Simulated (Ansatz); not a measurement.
# Band edges of zincblende BAs (F-43m) under hydrostatic pressure

Cell and atoms are relaxed with PBEsol to each stress (compression positive); bands and masses by PBE with spin-orbit coupling, rigid bands (plane waves, PAW; Ansatz, a program for electronic structure).

```
CELL_PARAMETERS angstrom
      0.00000     2.38394     2.38394
      2.38394     0.00000     2.38394
      2.38394     2.38394     0.00000
ATOMIC_POSITIONS crystal
  B  0.00000 0.00000 0.00000
  As 0.25000 0.25000 0.25000
```

```
stress (GPa)  ln(V/V₀) (%)  gap (eV)  mean mₑ*
------------  ------------  --------  --------
-9.60                 8.07     1.192      0.31
-6.40                 5.05     1.164      0.31
-3.20                 2.39     1.139      0.31
0                        0     1.116      0.31
3.20                 -2.18     1.092      0.31
6.40                 -4.19     1.072      0.31
12.80                -7.78     1.036      0.30
19.20               -10.96     1.002      0.30
```

 Masses are conductivity masses at 300 K in electron masses, harmonic means over x, y and z.

### Question
Estimate the bulk modulus from the two loads next to zero.

### Answer
B ≈ −Δp/Δln V = 6.40 GPa/4.57 % = 140 GPa (PBEsol), a mean over this interval.

### Question
How fast does the gap move on either side of zero load?

### Answer
Under tension, (1.164 − 1.116) eV over -6.40 GPa = -7 meV/GPa, or about 1.0 eV per unit ln V; under compression, (1.072 − 1.116) eV over 6.40 GPa = -7 meV/GPa, or about 1.1 eV per unit ln V. The two slopes part by 0 meV/GPa; gaps are resolved to about 0.01 eV, which allows 3 meV/GPa, so these rows don't tell them apart.

Masses are those of dilute carriers in rigid bands with one relaxation time, without polarons. Third decimals of gaps are kept for the arithmetic. Every relaxation keeps the zincblende phase (space group F-43m under this load), so a transition, a distortion that breaks the symmetry or fracture can't show.
